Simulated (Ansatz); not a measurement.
## KBr, response to strain

Consider KBr in the rock salt structure (space group Fm-3m, No. 225; a = 6.549 Å). Axes: x, y, z lie along the cube axes.

Strains are applied to the cell and any free atomic positions relax.

All numbers come from PBEsol (Ansatz, a program for electronic structure, PAW, no spin-orbit coupling).

Candidates:
(a) uniaxial strain ε_zz = −3.00 %
(b) uniaxial strain ε_zz = −2.50 %
(c) uniaxial strain ε_zz = −0.50 %
(d) uniaxial strain ε_zz = −1.50 %

Notes on the quantities. energy relative to the base: free energy F.

Order them by energy relative to the base, lowest first.

(c) uniaxial strain ε_zz = −0.50 % (+0.1 meV/atom), (d) uniaxial strain ε_zz = −1.50 % (+1.0 meV/atom), (b) uniaxial strain ε_zz = −2.50 % (+2.9 meV/atom), (a) uniaxial strain ε_zz = −3.00 % (+4.3 meV/atom)

Stability against distortions was not tested.
